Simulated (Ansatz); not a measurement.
Output of an Ansatz run (abridged):

```
WARN ansatz: RAYON_NUM_THREADS=1 ignored (pool sized by the plan → 1); use --threads N
Pseudopotentials: kind: paw
Pseudopotential: V, paw, valence charge 13
Pseudopotential: Mo, paw, valence charge 14
Crystal: 2 atoms, lattice volume = 28.486 Å³
Basis set: ecut = 420 eV, 569 PW (Γ)
Bands: 18, of which v1, the nominal top of the filled ones, is band 14 counted from 1 (13 counted from 0)
Symmetry: 4 space group operations
Space group: Cmm2 (ITA 35), of the structure as read, at distance tolerance 3.1e-5 Å
k-points: 245 of 1352 (time reversal used)
PAW frozen core: V, regenerated for the run's functional, and the local potential with it
PAW frozen core: Mo, regenerated for the run's functional, and the local potential with it
Initial density: superposition of atomic densities (neutral atoms: chi_scale 0, normalization atom), corrected by the library's trained network
Initial wavefunctions: pseudopotential atomic-orbital guess
Eigensolver: davidson
Functional: x = slater, c = lda
SCF iter   1: F=—  HF=-7703.485803 eV  |F-HF|=—  |Δ(HF+E_count)|=         —  Δρ=9.68e-3  dr2=3.25e-2  ethr=1.77e-3  ⟨swp⟩=4.2  Hψ=17828  notcnv=0
all-band conjugate gradients solve this SCF's bands
preconditioner: auto → none
SCF iter   2: F=—  HF=-7703.485817 eV  |F-HF|=—  |Δ(HF+E_count)|=   1.44e-5  Δρ=7.04e-3  dr2=2.27e-2  ethr=1.20e-4  ⟨swp⟩=1.0  Hψ=6373  notcnv=0
SCF iter   3: F=—  HF=-7703.484146 eV  |F-HF|=—  |Δ(HF+E_count)|=   1.67e-3  Δρ=1.19e-3  dr2=7.54e-4  ethr=8.40e-5  ⟨swp⟩=1.4  Hψ=4452  notcnv=0
SCF iter   4: F=—  HF=-7703.484074 eV  |F-HF|=—  |Δ(HF+E_count)|=   7.20e-5  Δρ=6.47e-4  dr2=1.48e-4  ethr=2.79e-6  ⟨swp⟩=3.0  Hψ=7827  notcnv=0
SCF iter   5: F=—  HF=-7703.484035 eV  |F-HF|=—  |Δ(HF+E_count)|=   3.82e-5  Δρ=1.58e-4  dr2=1.43e-5  ethr=5.49e-7  ⟨swp⟩=2.7  Hψ=7294  notcnv=0
SCF iter   6: F=—  HF=-7703.484027 eV  |F-HF|=—  |Δ(HF+E_count)|=   8.08e-6  Δρ=5.45e-5  dr2=6.69e-7  ethr=5.31e-8  ⟨swp⟩=2.0  Hψ=5833  notcnv=0
SCF iter   7: F=-7703.484027 eV  HF=-7703.484027 eV  |F-HF|=2.07e-9  |Δ(HF+E_count)|=   5.36e-8  Δρ=1.42e-5  dr2=2.81e-8  ethr=3.70e-10  ⟨swp⟩=5.2  Hψ=16848  notcnv=0
SCF 1 converged in 7 iterations: F = -7703.484027 eV  dr2 = 2.81e-8
SCF converged after 7 iterations
Free energy (F): -7703.484027 eV
Harris-Foulkes:  -7703.484027 eV  (|F-HF|=2.07e-9)
Internal energy: -7703.476771 eV  (E = F + TS)
E sigma→0 (E₀):  -7703.480399 eV
Entropy (-TS):   -0.007256 eV (-3.628 meV/atom)
Fermi energy:    18.958227 eV
--- Per-component energies (eV) ---
  E_band       = -189.735407
  E_kinetic    = 779.407566
  E_local      = -1664.934015  (includes V_loc(G=0)·N_el)
  E_nonlocal   = 107.171519
  E_hartree    = 664.617331
  E_xc         = -312.512422
  E_vxc        = -394.534534  (∫ρ·V_xc dr)
  E_paw        = -4151.045024  (= ΣΔE_a)
  E_vpaw       = -346.077592  (= ΣTr[D̂ρ^β])
  E_aug_tail   = 0.000289  (compensation charges beyond the density's cutoff)
  E_ewald      = -3127.000981
  E_core_change = 0.818966  (= ΣΔE_core)
  E_smearing   = -0.007256  (= −TS)
  E_closure    = -0.000000  (closes the sum)
  Σ components = -7703.484027   (vs F -7703.484027, Δ=0.00e0)
--- Forces (eV/Å), atoms counted from 1 ---
  atom   1  V      0.00000000     0.00000000    -0.43451148
  atom   2  Mo     0.00000000     0.00000000     0.43454168
  max |Σ_I F_I| component: 3.02e-5 eV/Å
--- Stress (GPa, compression-positive) ---
       -7.140547       0.000000       0.000000
        0.000000      -7.901187       0.000000
        0.000000       0.000000      -7.423279
  P = ⅓ Tr σ = -7.4883 GPa (-74.883 kbar)
  The stress holds the Pulay correction. Without it, at fixed plane waves, as pw.x and ABINIT print it: P = -7.5316 GPa
--- Band table (eV; the first three rows and the last of 245) ---
  k-point 0: bands = ["-44.2380", "-41.4350", "-18.5690", "-18.2077", "-18.0435", "-15.4355", "-15.0380", "-14.8338", "12.1947", "14.5748", "16.5715", "18.3358", "18.6388", "19.1383", "20.9640", "21.0146", "21.2706", "21.4867"]
  k-point 1: bands = ["-44.2371", "-41.4364", "-18.5506", "-18.2058", "-18.0434", "-15.4603", "-15.0413", "-14.8338", "12.3708", "14.6353", "16.6218", "18.4892", "18.6607", "19.0571", "20.6296", "20.9999", "21.0869", "21.3405"]
  k-point 2: bands = ["-44.2349", "-41.4399", "-18.5052", "-18.2011", "-18.0434", "-15.5211", "-15.0491", "-14.8337", "12.8648", "14.7729", "16.7580", "18.6661", "18.8476", "18.9385", "19.7553", "20.7237", "20.9652", "21.0610"]
  k-point 244: bands = ["-44.1161", "-41.1783", "-18.6158", "-18.4150", "-18.3361", "-16.1964", "-15.5846", "-15.3521", "14.8407", "15.6783", "16.8470", "17.3888", "18.7825", "19.5338", "19.9980", "20.2514", "22.2001", "23.9457"]
```

The structure:

```
CELL_PARAMETERS angstrom
      1.52959    -2.21291     0.00000
      1.52959     2.21291     0.00000
      0.00000     0.00000     4.20786
ATOMIC_POSITIONS crystal
  V  0.50000 0.50000 0.51188
  Mo 0.00000 0.00000 0.00000
```

Q: Write an input that gives this output.

A: Other spellings and defaults could give the same log, and not every line can be read from it. The input that was run (DFT, LDA (PW92), plane waves, default PAW files made with PBE):

Ansatz 0.2 input:
```yaml
# VMo
crystal:
  lattice:
    - [1.529594, -2.212910, 0.000000]
    - [1.529594, 2.212910, 0.000000]
    - [0.000000, 0.000000, 4.207865]
  atoms:
    - { symbol: V, position_ang: [1.529594, 0.000000, 2.153935] }
    - { symbol: Mo, position_ang: [0.000000, 0.000000, 0.000000] }
basis:
  ecutwfc: 420.0 eV
kpoints:
  mp_grid:
    grid: [13, 13, 8]
hamiltonian:
  xc: lda
  pseudopotentials:
    kind: paw
scf:
  occupations:
    method: gaussian
    width: 0.1 eV
output:
  forces: true
  eigenvalues: true
  stress: true
```

The starting cell comes from a database of computed structures (which also holds hypothetical and non-ambient phases and stackings), without a prior relaxation at this level. Its lattice was rescaled by up to half a per cent. One atom was moved a little off its site on purpose. Spin polarisation is off. With a pressure of about -7 GPa the cell is away from its equilibrium volume at this level. Ansatz's pressure includes its estimate of the finite-basis (Pulay) stress.

Ansatz is a quantum-chemistry and plane-wave program.
